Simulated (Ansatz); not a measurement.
Consider the following.

```yaml
crystal:
  lattice:
    - [-0.07601, 2.78205, 2.78205]
    - [2.78205, -0.07601, 2.78205]
    - [2.78205, 2.78205, -0.07601]
  atoms:
    - { symbol: Ge, position: [0.99777, 0.99777, 0.99777] }
    - { symbol: Ge, position: [0.25223, 0.25223, 0.25223] }
```

All values below come from r2SCAN with spin-orbit coupling, rigid bands (plane waves, PAW; Ansatz, a program for electronic structure). Condition of this run: uniaxial stress along [111] of 4.2 GPa (compression positive) (the target of the relaxation). Geometry: cell and atoms relaxed with PBEsol, then loaded as said.

**Question.** Is this a good metal at this level?

**Answer.** No. No gap is resolved, and few carriers conduct, as in a semimetal or a zero-gap semiconductor. N(E_F) = 0.027 states/eV a cell at 300 K and the Drude plasma energy along the best axis is 0.68 eV, several times under that of a simple or noble metal.
